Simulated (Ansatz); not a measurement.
A constructed model of the (111) surface of fcc Rh, a layer of Mg in place of the second plane (bottom of the slab: a bare face, its two planes held)

Method: PBE (plane waves to 420 eV, PAW; Ansatz, a program for electronic structure).

Model: 6-atom slab, 11.0 Å thick at the start with caps and adatoms (thin: gaps and levels are the slab's own), 16x16x1 mesh, Fermi-Dirac 0.1 eV, dipole correction, 2 atoms held, the rest relaxed; start symmetry kept, larger cells not searched; no spin, no spin-orbit, no U. In PBE it is, or lies within 0.01 eV a 1x1 cell of, the lowest of the 2 structures of its composition computed so far; subsurface sites and larger cells were not tried.

The work function of the top face is 5.20 eV and the energy released by relaxation is 0.011 eV. The cost is about 110 core-seconds (a rough figure).
